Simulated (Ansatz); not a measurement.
**What x(Sr) = 0.333, 6 atoms, Immm does to MgO**

Base system: MgO in the rock salt structure (space group Fm-3m, No. 225; a = 4.2544 Å).

The other end (x = 1) is SrO in the rock salt structure (space group Fm-3m, No. 225): 17.53 Å³/atom, gap 3.33 eV.

The change: a fraction x = 0.333 of the Mg sites is given to Sr, ordered in a cell of 6 atoms (starting symmetry Immm) and fully relaxed.

The values are results of Ansatz (a first-principles code), PBE, PAW, cutoff 420 eV, no spin-orbit coupling, earlier PAW set, not measurements. Settings: 12×12×12 k-points, 0.05 eV Fermi–Dirac smearing, for the changed cell.

| quantity | base | changed | shift |
|---|---|---|---|
| volume per atom | 9.63 Å³ | 12.48 Å³ | +2.85 Å³ |
| shortest interatomic distance | 212.7 pm | 206.8 pm | -5.9 pm |
| band gap | 4.46 eV | 3.20 eV | -1.26 eV |
| gap character (in this cell's own zone, which can be folded) | direct at Γ | direct at Γ | – |
| electron mass | 0.34 mₑ (at Γ) | 0.30 mₑ along a, 0.31 mₑ along b, 0.33 mₑ along c (at Γ) | – |
| valence-band top at Γ (three highest levels, from the VBM) | 0.00, 0.00, 0.00 eV | 0.00, -0.14, -0.21 eV | – |
| mixing energy | – | +0.203 eV/atom | – |
| bowing parameter b of this ordering, from Eg = [1−x] Eg[0] + x Eg[1] − b x [1−x] | – | 4.0 eV | – |
| mean first-shell distances | – | Mg–O 2.266 Å (end compound 2.127 Å), Sr–O 2.447 Å (end compound 2.598 Å) | – |

Final structure:

```xyz
6
Lattice="-1.5903 2.4078 4.8876 1.5903 -2.4078 4.8876 1.5903 2.4078 -4.8876" Properties=species:S:1:pos:R:3 pbc="T T T"
O      0.0000     0.0000     3.0027
O      0.0000     0.0000     0.0000
O      0.0000     0.0000     6.7726
Mg     0.0000     2.4078     3.2077
Sr     0.0000     2.4078     0.0000
Mg     1.5903     0.0000     1.6799
```

These are small ordered cells, not random alloys; other orderings at the same x differ. Effective masses come from finite differences of ±0.01 Å⁻¹. Whether these cells are dynamically stable was not tested. k-point labels follow each cell's own Brillouin zone.
